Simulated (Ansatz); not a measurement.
Formation energies of neutral defects against the elements (graphite for carbon, diatomic gases, S8), in rock-salt TiC (eV), each at one geometry relaxed with PBE and evaluated in Ansatz (an electronic-structure program) with PBE, r2SCAN. Details: 64-site cell; 4×4×4 shifted k-points; no spin–orbit coupling; no Hubbard U; not converged in cell size; the relaxation kept the symmetry of the starting site.

```csv
defect,x: PBE (eV),y: r2SCAN (eV)
Ta on the Ti site,-0.17,-0.14
C vacancy,0.56,0.85
Zr on the Ti site,0.62,0.65
Mo on the Ti site,0.94,1.16
Ru on the Ti site,3.20,3.48
Al on the Ti site,3.33,3.44
Cu on the Ti site,6.09,6.38
C on the Ti site,12.43,13.18
Ti on the C site,7.70,?
```

Fit a straight line to the 8 complete rows and predict the last.

Means: x = 3.375, y = 3.625; Sxx = 123.407, Sxy = 129.391. Slope 129.391 / 123.407 = 1.05, intercept 3.625 − 1.05 × 3.375 = 0.08 eV; the rows scatter by 0.12 eV about the line, and R² = 1.00. Prediction: 0.08 + 1.05 × 7.70 = 8.17 eV. The calculation gave 8.26 eV, 0.09 eV above the line, within its scatter.
